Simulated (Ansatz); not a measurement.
What Fe vacancy does to FeNi3

The parent structure is a 16-atom supercell of FeNi$_{3}$ in the Cu3Au type structure (space group Pm-3m, No. 221; a = 3.4891 Å; ferromagnetic) at its relaxed geometry.

Modification: a neutral Fe vacancy, atoms relaxed at fixed cell, starting from a slightly rattled geometry.

Calculations: Ansatz (a quantum-chemistry and plane-wave program), PBEsol, PAW, cutoff 420 eV, spin-orbit coupling left out. k-mesh 7×7×7 (Γ-centred); smearing 0.05 eV (Fermi–Dirac).

```tsv
quantity	base	changed	shift
pressure	0.0 GPa	-6.2 GPa	-6.2 GPa
mean distance from the defect site to its nearest host atoms	2.47 Å	2.45 Å	-0.02 Å
```

The magnetic state is the one reached from the starting moments; the real material's order can differ, and small cells can't hold many antiferromagnetic ones. The cell is small, so the values are those of an ordered compound at a high defect concentration; dilute-limit values will differ. The defect cell is spin-polarised and ends with 15.6 μB, a fractional moment that hangs on the mesh and smearing.
